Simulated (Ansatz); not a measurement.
We consider CsGeBr3 (Pm-3m, No. 221, 5 atoms in the cell; start mp-570223; high-temperature phase), described by LDA (Ansatz, a program for electronic structure, PAW).

Run with plane-wave cutoff 520 eV, 6×6×6 k mesh, Fermi–Dirac smearing 0.01 eV, scalar-relativistic PAW data made under PBE.

Cell (relaxed at this level):

```cif
data_Br3CsGe
_chemical_formula_sum 'Cs1 Ge1 Br3'
_space_group_name_H-M_alt 'P 1'
_space_group_IT_number 1
_cell_length_a 5.38719
_cell_length_b 5.38719
_cell_length_c 5.38719
_cell_angle_alpha 90.000
_cell_angle_beta 90.000
_cell_angle_gamma 90.000
loop_
_space_group_symop_operation_xyz
  'x, y, z'
loop_
_atom_site_label
_atom_site_type_symbol
_atom_site_fract_x
_atom_site_fract_y
_atom_site_fract_z
_atom_site_occupancy
Cs1 Cs 0.00000 0.00000 0.00000 1
Ge1 Ge 0.50000 0.50000 0.50000 1
Br1 Br 0.50000 0.50000 0.00000 1
Br2 Br 0.00000 0.50000 0.50000 1
Br3 Br 0.50000 0.00000 0.50000 1
```

Task: Give the computed band gap and Γ–Γ gap.

Result: 
- band gap: 0.13 eV
- Γ–Γ gap: 5.21 eV

Note: held by symmetry at 0 K, a high-temperature phase can be a saddle point.

Spin–orbit coupling is not included; it can close the smallest gap of 0.13 eV.

The computed numbers hold no vibrational or temperature effects.

A start named mp-… is a Materials Project structure, which need not be a measured phase.
